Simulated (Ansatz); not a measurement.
**SnSb, pressure series**

The parent structure is SnSb in the rock salt structure (space group Fm-3m, No. 225; a = 6.087 Å).

Cell and atoms are relaxed at each pressure.

All numbers come from PBEsol/PAW in Ansatz (a program for electronic structure), spin-orbit coupling left out.

Notes on the quantities. enthalpy: H = E + PV relative to the base's energy.

```csv
variant,enthalpy,density
base,–,7.08 g/cm³
pressure −2 GPa,-0.36 eV/atom,6.82 g/cm³
pressure −1 GPa,-0.18 eV/atom,6.96 g/cm³
pressure 0.3 GPa,+0.05 eV/atom,7.12 g/cm³
pressure 0.7 GPa,+0.12 eV/atom,7.16 g/cm³
pressure 1.5 GPa,+0.26 eV/atom,7.25 g/cm³
pressure 3 GPa,+0.52 eV/atom,…
pressure 5 GPa,+0.85 eV/atom,7.60 g/cm³
pressure 7.5 GPa,+1.25 eV/atom,7.82 g/cm³
pressure 10 GPa,+1.64 eV/atom,8.02 g/cm³
```

Question: Complete the table.

Answer: 
- pressure 3 GPa, density: 7.41 g/cm³

Load acts through the strain it causes; cell and atoms are relaxed under it. No phonon test of stability was made. No other phases were tried under pressure. All final runs are without spin polarisation. An odd electron count without spin: SnSb.
